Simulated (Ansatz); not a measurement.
Here is the system:

```
CELL_PARAMETERS angstrom
      3.23514     0.00000     0.00000
     -1.61757     2.80172     0.00000
      0.00000     0.00000     5.21165
ATOMIC_POSITIONS crystal
  Zn 0.33333 0.66667 0.99759
  Zn 0.66667 0.33333 0.49759
  O  0.33333 0.66667 0.37721
  O  0.66667 0.33333 0.87721
```

No spin polarisation.

All numbers come from r2SCAN (Ansatz, a program for electronic structure; PAW; 500 eV plane waves; no SOC). k-mesh 12×12×7 (Γ-centred); smearing 0.05 eV (Fermi–Dirac).

Q: What gap character does the calculation give?

A: Direct at Γ.

Q: Predict the width of the top valence band.

A: 1.83 eV.

Q: Predict the band gap.

A: 1.24 eV.

Q: Predict the space group.

A: P6_3mc (No. 186).

Whether these cells are dynamically stable was not tested. The cell was made from ZnS by this change: S → O.
